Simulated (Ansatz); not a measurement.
## Pressure series in hypothetical diamond B

The parent structure is B in the diamond structure (space group Fd-3m, No. 227; a = 4.0324 Å; a hypothetical phase, not in the database extracts checked).

Cell and atoms are relaxed at each pressure.

Computed with PBEsol (Ansatz, an electronic-structure program), spin-orbit coupling left out.

Two rows of this table had their results exchanged by mistake.

```tsv
pressure	volume per atom (Å³)	shortest distance (Å)	band gap
pressure −2 GPa	8.29	1.752	zero
pressure −1 GPa	8.07	1.737	zero
pressure 0.3 GPa	8.18	1.745	zero
pressure 0.7 GPa	8.16	1.744	zero
pressure 1.5 GPa	8.13	1.741	zero
pressure 3 GPa	8.24	1.749	zero
pressure 5 GPa	7.98	1.731	zero
pressure 7.5 GPa	7.89	1.724	zero
pressure 10 GPa	7.80	1.717	zero
```

Which two?

The rows for pressure −1 GPa and pressure 3 GPa: the volume has to fall steadily with pressure, so 8.24 Å³ belongs to pressure −1 GPa and 8.07 Å³ to pressure 3 GPa.

Load acts through the strain it causes; cell and atoms are relaxed under it. No phonon test of stability was made. No other phases were tried under pressure.
